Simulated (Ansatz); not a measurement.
An Ansatz (a quantum-chemistry and plane-wave program) input (r2SCAN (Ansatz), no spin-orbit coupling):

Ansatz 0.2 input:
```yaml
crystal:
  lattice:
    - [2.7558938331, 0, 0]
    - [-1.3779469166, 2.3866740696, 0]
    - [0, 0, 4.9578663853]
  atoms:
    - { symbol: W, position: [0.3333333333, 0.6666666667, 0.75] }
    - { symbol: W, position: [0.6666666667, 0.3333333333, 0.25] }
basis: { ecutwfc: 500, ecutrho_ratio: 4, xc_grid: 4, fft_grid_basis: typed }
kpoints: { mp_grid: { grid: [19, 19, 10] } }
hamiltonian:
  xc: r2scan
  dispersion: none
  pseudopotentials: { kind: paw }
scf: { occupations: { method: fermi_dirac, width: 0.05 }, convergence: { dr2_threshold: 0.0000000002 } }
output: { forces: true, stress: true }
checkpoint: { write: state.ck, write_every: 1000 }
```

Q: Which symmetry and how many k-points will the program report, and about how many plane waves at Γ?

A: Space group P63/mmc (ITA 194) with 24 operations, k-points 240 of 3610, and 823 plane waves at Γ.

Whether these cells are dynamically stable was not tested. All final runs are without spin polarisation. The cell was made from Hf by this change: Hf → W; the result is a model cell, its experimental status unchecked. This is not the structure that W has at room temperature and ambient pressure.
